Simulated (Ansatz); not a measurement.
Au, response to strain

Base system: Au in the fcc (Cu type) structure (space group Fm-3m, No. 225; relaxed with 0.1 eV smearing).

```yaml
crystal:
  lattice:
    - [0.00000, 2.04143, 2.04143]
    - [2.04143, 0.00000, 2.04143]
    - [2.04143, 2.04143, 0.00000]
  atoms:
    - { symbol: Au, position: [0.00000, 0.00000, 0.00000] }
```

Cartesian axes are those of the cell as printed.

Strains are applied to the cell and any free atomic positions relax; under biaxial strain the out-of-plane vector relaxes too; under stress the whole cell relaxes.

The values are results of Ansatz (a first-principles code) PBEsol, no SOC, earlier PAW set, not measurements.

Notes on the quantities. pressure: mean of the normal stresses, compression positive.

| change | pressure | volume per atom | space group |
|---|---|---|---|
| base | 0.0 GPa | 17.02 Å³ | Fm-3m (No. 225) |
| biaxial strain +0.31 %, plane normal [111], relaxed out of plane | -0.4 GPa | 17.05 Å³ | R-3m (No. 166) |
| uniaxial strain ε_xx = −0.57 % | 1.0 GPa | 16.92 Å³ | I4/mmm (No. 139) |
| uniaxial strain ε_zz = +0.55 % | -0.9 GPa | 17.11 Å³ | I4/mmm (No. 139) |
| uniaxial stress, 8 GPa tension along z | – | … | I4/mmm (No. 139) |
| tensor shear ε_xz = −0.94 % | 0.1 GPa | 17.01 Å³ | Immm (No. 71) |

Task: Complete the table.

Result: 
- uniaxial stress, 8 GPa tension along z, volume per atom: 17.48 Å³

Stability under load was not tested beyond the relaxation.
